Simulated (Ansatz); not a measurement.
**Response to strain in CdSe**

Start from CdSe in the zinc blende structure (space group F-43m, No. 216).

```yaml
crystal:
  lattice:
    - [0.00000, 3.04079, 3.04079]
    - [3.04079, 0.00000, 3.04079]
    - [3.04079, 3.04079, 0.00000]
  atoms:
    - { symbol: Cd, position: [0.00000, 0.00000, 0.00000] }
    - { symbol: Se, position: [0.25000, 0.25000, 0.25000] }
```

Cartesian axes are those of the cell as printed.

Strains are applied to the cell and any free atomic positions relax; under biaxial strain the out-of-plane vector relaxes too.

All numbers come from plane-wave PAW DFT at the PBEsol level (Ansatz, a first-principles code, 420 eV), without spin-orbit coupling.

Candidates:
(a) biaxial strain +2.00 %, plane normal [001], relaxed out of plane
(b) biaxial strain +1.00 %, plane normal [001], relaxed out of plane
(c) biaxial strain −0.50 %, plane normal [001], relaxed out of plane

Problem. Order them by out-of-plane strain, highest first.

Solution. (c) biaxial strain −0.50 %, plane normal [001], relaxed out of plane (+0.73 %), (b) biaxial strain +1.00 %, plane normal [001], relaxed out of plane (-1.46 %), (a) biaxial strain +2.00 %, plane normal [001], relaxed out of plane (-2.97 %)

Whether these cells are dynamically stable was not tested.
